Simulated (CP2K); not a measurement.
CP2K run on SnAu (P1, 4 atoms in the cell): self-consistent single point.

Method of the run: LDA (Pade form), GPW, DZVP-MOLOPT-SR-GTH basis, GTH-PADE potentials (GTH_POTENTIALS) run with CP2K.

The change in words: atoms moved at random. Reference geometry:
```
SnAu
1.0
    4.35623     0.00000     0.00000
   -2.17812     3.77261     0.00000
    0.00000     0.00000     5.58785
Sn Au
2 2
Cartesian
  2.17812   1.25754   4.19089
  0.00000   2.51507   1.39696
  0.00000   0.00000   2.79392
  0.00000   0.00000   0.00000
```

Reference input (self-consistent single point, DFT LDA (Pade form), GPW, DZVP-MOLOPT-SR-GTH basis, GTH-PADE potentials (GTH_POTENTIALS)): CUTOFF = 500 Ry; REL_CUTOFF = 50 Ry; SMEAR/METHOD = FERMI_DIRAC; ELECTRONIC_TEMPERATURE = 1160.45 K; KPOINTS/SCHEME = MONKHORST-PACK 9 9 6; GAMMA_CENTERED = T; XC_FUNCTIONAL = PADE; Sn/BASIS_SET = DZVP-MOLOPT-SR-GTH-q4; Sn/POTENTIAL = GTH-PADE-q4; Au/BASIS_SET = DZVP-MOLOPT-SR-GTH-q11; Au/POTENTIAL = GTH-PADE-q11; METHOD = GPW. This run's input differs from it in these lines:

```diff
@@ -71,6 +71,6 @@
       SCALED
-      Sn       0.66666700     0.33333300     0.75000000
-      Sn       0.33333300     0.66666700     0.25000000
-      Au       0.00000000     0.00000000     0.50000000
-      Au       0.00000000     0.00000000     0.00000000
+      Sn       0.66498700     0.33700700     0.75295300
+      Sn       0.33199200     0.67220700     0.24985400
+      Au       0.01165500    -0.01605300     0.49137500
+      Au      -0.00863400     0.00683900     0.00581800
     &END COORD
```

Output, abridged:

```
 SCF WAVEFUNCTION OPTIMIZATION

  Step     Update method      Time    Convergence         Total energy    Change
     1 NoMix/Diag. 0.20E+00      -     0.37229653       -73.8435888303 -7.38E+01
     2 Broy./Diag. 0.20E+00      -     0.05794814       -77.2132298387 -3.37E+00
     3 Broy./Diag. 0.20E+00      -     0.16279443       -75.6146266015  1.60E+00
     4 Broy./Diag. 0.20E+00      -     0.02470143       -74.0054600123  1.61E+00
     5 Broy./Diag. 0.20E+00      -     0.00739497       -73.7053624640  3.00E-01
     6 Broy./Diag. 0.20E+00      -     0.00596398       -73.6888901786  1.65E-02
   [... 11 lines left out ...]
    18 Broy./Diag. 0.20E+00      -     0.00000066       -73.7482765889  2.37E-06
    19 Broy./Diag. 0.20E+00      -     0.00000023       -73.7482767446 -1.56E-07
    20 Broy./Diag. 0.20E+00      -     0.00000028       -73.7482770868 -3.42E-07
    21 Broy./Diag. 0.20E+00      -     0.00000007       -73.7482772969 -2.10E-07
  *** SCF run converged in    21 steps ***

  Overlap energy of the core charge distribution:               0.00000003767053
  Self energy of the core charge distribution:               -130.62739356297612
  Core Hamiltonian energy:                                     39.31030414967051
  Hartree energy:                                              30.02221525471589
  Exchange-correlation energy:                                -12.45183928824648
  Electronic entropic energy:                                  -0.00156388771723
  Fermi energy:                                                 0.23983873514172

  Total energy:                                               -73.74827729694209
  Total energy (extrapolated to T->0):                        -73.74749535308348

                     Mulliken Population Analysis

   [... lines left out ...]

 STRESS| Analytical stress tensor [bar]
 STRESS|                        x                   y                   z
 STRESS|      x       -1.57877962245E+04  -2.82759556959E+03  -1.50317339300E+03
 STRESS|      y       -2.82759556959E+03  -2.04773180109E+04   1.92999683339E+02
 STRESS|      z       -1.50317339300E+03   1.92999683339E+02  -7.54386896118E+03
 STRESS| 1/3 Trace                                            -1.46029943989E+04
```

The run converged in 21 iterations. Against the reference run the free energy rises by 13.5 meV/atom, the pressure goes from -1.87 to -1.46 GPa and the largest force goes from 0.000 to 0.904 eV/Å.

The starting cell comes from a database of computed structures (which also holds hypothetical and non-ambient phases and stackings), without a prior relaxation at this level. Its lattice was rescaled by a random factor within 2.5 % of one. For this run, on top of that: atoms moved at random. Values carry the incompleteness of an atom-centred basis.

Cost on one core of a shared machine: roughly 2 min.
